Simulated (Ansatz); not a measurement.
Base system: GeS in the GeS type structure (space group Pnma, No. 62; a = 10.6609 Å, b = 3.6812 Å, c = 4.3557 Å; layered, stacked along the Cartesian x axis).

Level of theory: PBE-D3(BJ)/PAW in Ansatz (a first-principles code), spin-orbit coupling left out.

Base values:

| Quantity | Value |
|---|---|
| Volume per atom | 21.37 Å³ |

One thing is altered: a hydrostatic pressure of 7 GPa.

### Question
What happens to the volume per atom?

### Answer
The volume per atom drops by 3.88 Å³ (21.37 Å³ → 17.49 Å³).

Load acts through the strain it causes; cell and atoms are relaxed under it. No phonon test of stability was made. Competing high-pressure phases were not computed. The program warned that a D3 coordination switch lies within reach, so dispersion energies are less smooth here.
